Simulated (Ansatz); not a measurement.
A user runs Ansatz (a quantum-chemistry and plane-wave program) on ZnBr2 (R3m, 3 atoms in the cell) and asks whether the run is sound. The aim is a self-consistent single point with DFT, PBE, plane waves, default PAW files.

Cell that was meant: a = 6.5141 Å, b = 6.5141 Å, c = 6.5141 Å, α = 28.66°, β = 28.66°, γ = 28.66°.

Part of the input:

Ansatz 0.2 input:
```yaml
    - { symbol: Br, position: [0.752300, 0.752300, 0.752300] }
    - { symbol: Br, position: [0.581000, 0.581000, 0.581000] }
basis:
  ecutwfc: 210.0 eV
kpoints:
  mp_grid: { grid: [6, 6, 6] }
hamiltonian:
```

Output, abridged:

```
   [... lines left out ...]
Symmetry: 6 space group operations
Space group: R3m (ITA 160), of the structure as read, at distance tolerance 3.8e-5 Å
k-points: 32 of 216 (time reversal used)
Initial density: superposition of atomic densities (neutral atoms: chi_scale 0, normalization atom), corrected by the library's trained network
Initial wavefunctions: pseudopotential atomic-orbital guess
Eigensolver: davidson
Functional: x = pbe(κ = 0.804, μ = 0.2195149727645171), c = pbe(β = 0.06672455060314922)
SCF iter   1: F=—  HF=-8880.945775 eV  |F-HF|=—  |Δ(HF+E_count)|=         —  Δρ=3.89e-2  dr2=4.19e-1  ethr=1.77e-3  ⟨swp⟩=6.0  Hψ=2884  notcnv=0
all-band conjugate gradients solve this SCF's bands
preconditioner: auto → none
SCF iter   2: F=—  HF=-8880.080319 eV  |F-HF|=—  |Δ(HF+E_count)|=   8.65e-1  Δρ=2.86e-2  dr2=4.58e-1  ethr=1.61e-3  ⟨swp⟩=2.8  Hψ=1438  notcnv=0
   [... lines left out ...]
SCF iter   6: F=—  HF=-8879.979362 eV  |F-HF|=—  |Δ(HF+E_count)|=   1.96e-3  Δρ=3.06e-4  dr2=1.67e-4  ethr=2.57e-5  ⟨swp⟩=2.2  Hψ=856  notcnv=0
SCF iter   7: F=—  HF=-8879.979317 eV  |F-HF|=—  |Δ(HF+E_count)|=   4.53e-5  Δρ=2.98e-5  dr2=1.85e-6  ethr=6.41e-7  ⟨swp⟩=2.0  Hψ=872  notcnv=0
SCF iter   8: F=—  HF=-8879.979379 eV  |F-HF|=—  |Δ(HF+E_count)|=   6.24e-5  Δρ=1.15e-5  dr2=5.36e-8  ethr=3.85e-10  ⟨swp⟩=6.2  Hψ=3432  notcnv=0
SCF iter   9: F=-8879.979379 eV  HF=-8879.979379 eV  |F-HF|=1.30e-8  |Δ(HF+E_count)|=   3.04e-9  Δρ=3.65e-6  dr2=1.55e-8  ethr=2.06e-10  ⟨swp⟩=3.0  Hψ=2114  notcnv=0
SCF 1 converged in 9 iterations: F = -8879.979379 eV  dr2 = 1.55e-8
Free energy (F): -8879.979379 eV
Internal energy: -8879.979379 eV  (E = F + TS)
E sigma→0 (E₀):  -8879.979379 eV
Fermi energy:    9.450627 eV
--- Forces (eV/Å), atoms counted from 1 ---
  atom   1  Zn    -0.00000000     0.00000000    -0.00888723
  atom   2  Br    -0.00000000    -0.00000007     1.27528432
  atom   3  Br    -0.00000000     0.00000007    -1.26628638
--- Stress (GPa, compression-positive) ---
       31.170230       0.000000       0.000000
        0.000000      31.170230       0.000001
        0.000000       0.000001      17.880744
  P = ⅓ Tr σ = 26.7404 GPa (267.404 kbar)
  The stress holds the Pulay correction. Without it, at fixed plane waves, as pw.x and ABINIT print it: P = -49.7935 GPa
```

Is this run sound? If not, what is wrong?

The run is not sound. The fault is a basis or grid far too coarse for these potentials. The error of an incomplete plane-wave basis or grid does not cancel at such settings. To fix it, restore the cutoff that the potentials need and check convergence. The run converged in 9 iterations without an error; against the sound input the free energy rises by 1.96 eV/atom, the pressure goes from 27.12 to 26.74 GPa, the largest force goes from 1.353 to 1.275 eV/Å and the gap on the mesh goes from 1.759 to 1.814 eV. At a fixed set of plane waves, without the program's Pulay estimate, the pressure is -49.79 GPa against 27.04 GPa.

An input that runs soundly differs in these lines (not the only fix; some lines may just follow from the change or write a value another way):
```diff
-  ecutwfc: 210.0 eV
+  ecutwfc: 420.0 eV
```

With that input, the run converged in 6 iterations: free energy E − TS (on the zero of these files) -8885.8730 eV; top of the valence band (on the code's own zero) 8.65 eV; gap on the k-point mesh 1.76 eV; pressure 27.12 GPa; largest force (vector length) 1.353 eV/Å (DFT, PBE, plane waves, default PAW files).

On the sound input: the starting cell was generated: these elements placed on a structure prototype, without a prior relaxation; it need not be a known phase or ordering of this composition. Its lattice was rescaled by a random factor within 2.5 % of one. With a pressure of about 27 GPa the cell is away from its equilibrium volume at this level. Forces in this geometry exceed 1 eV/Å. Ansatz's pressure includes its estimate of the finite-basis (Pulay) stress.
